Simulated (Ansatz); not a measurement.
Spacing of the highest filled and lowest empty level at the zone centre in eight small model glasses of hand-chosen composition and density, fast-quenched (anions pushed apart in CHGNet runs), each at its PBE geometry, by PBE and by HSE06 (Ansatz, an electronic-structure program, plane waves, PAW). The cells are the first eight to finish that balance their formal charges, show no moments and no lower geometry on charging where those were tested, and have a gap at both levels; defect levels can set the spacings, and exact exchange is cut at the cells' faces.

| cell | quench by | pressure (GPa) | levels at the gap | PBE (eV) | experiment, tabulated (eV) |
|---|---|---|---|---|---|
| Ti20O45P2 | CHGNet | 2.4 | localised at the filled edge | 2.58 | - |
| Hf18O39Mo | CHGNet | 2.5 | localised at both edges | 2.01 | - |
| Ti20O41Cu2 | CHGNet | 0.4 | localised at the filled edge | 1.13 | - |
| Hf18O39La2 | CHGNet | 0.1 | localised at the filled edge | 3.97 | - |
| Zr20O41K2 | CHGNet | 0.0 | localised at the filled edge | 3.58 | - |
| In24O41Ta2 | CHGNet | -2.1 | localised at the filled edge | 0.55 | - |
| Hf18O39In2 | CHGNet | 0.0 | localised at the filled edge | 3.27 | - |
| Zr20O41Mg | CHGNet | -1.5 | localised at the filled edge | 3.31 | - |

Problem. What does HSE06 give, and how does it move these values against PBE?

Solution. Ti20O45P2 4.05, Hf18O39Mo 3.23, Ti20O41Cu2 2.42, Hf18O39La2 5.53, Zr20O41K2 5.09, In24O41Ta2 2.01, Hf18O39In2 4.83, Zr20O41Mg 4.82 eV. It raises them by +1.22 to +1.57 eV, +1.45 eV on average. A straight line through the eight gives HSE06 = 1.07 × PBE +1.28 eV, with a scatter of 0.09 eV.
